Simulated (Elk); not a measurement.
Band structure of NiN (P6_3mc, 4 atoms in the cell).

```yaml
crystal:
  lattice:
    - [3.03347, 0.00000, 0.00000]
    - [-1.51673, 2.62706, 0.00000]
    - [0.00000, 0.00000, 5.07046]
  atoms:
    - { symbol: Ni, position: [0.33333, 0.66667, 0.37305] }
    - { symbol: Ni, position: [0.66667, 0.33333, 0.87305] }
    - { symbol: N, position: [0.33333, 0.66667, 0.00196] }
    - { symbol: N, position: [0.66667, 0.33333, 0.50196] }
```

Computed with PBEsol, all-electron FP-LAPW, Elk's shipped species files, default APW+lo basis in Elk 10.2.4.

Settings: xctype = 22; swidth = 0.00367493 Ha; ngridk = 16 16 9; maxscl = 100.

The starting cell comes from a database of computed structures (which also holds hypothetical and non-ambient phases and stackings), without a prior relaxation at this level. Spin polarisation is off, so a magnetic state, if there is one, cannot be reached. Values depend on the basis (sphere radii, cutoffs, local orbitals), which need not be converged.

Levels in eV from the Fermi level, bands 17 to 24:
```tsv
point	17	18	19	20	21	22	23	24
Γ	-2.14	-2.14	-1.79	1.21	1.21	2.28	2.52	2.52
M	-2.18	-1.99	-1.91	-1.44	-1.10	-0.88	0.66	1.23
K	-2.67	-2.63	-1.77	-0.91	-0.91	-0.15	-0.15	-0.09
A	-2.32	-2.32	0.15	0.15	1.85	1.85	1.85	1.85
L	-2.13	-2.13	-1.70	-1.70	0.21	0.21	0.26	0.26
H	-1.80	-1.80	-1.45	-1.45	-1.03	-1.03	0.34	0.34
```

Bands cross the Fermi level along this path, so the cell is metallic at this level.
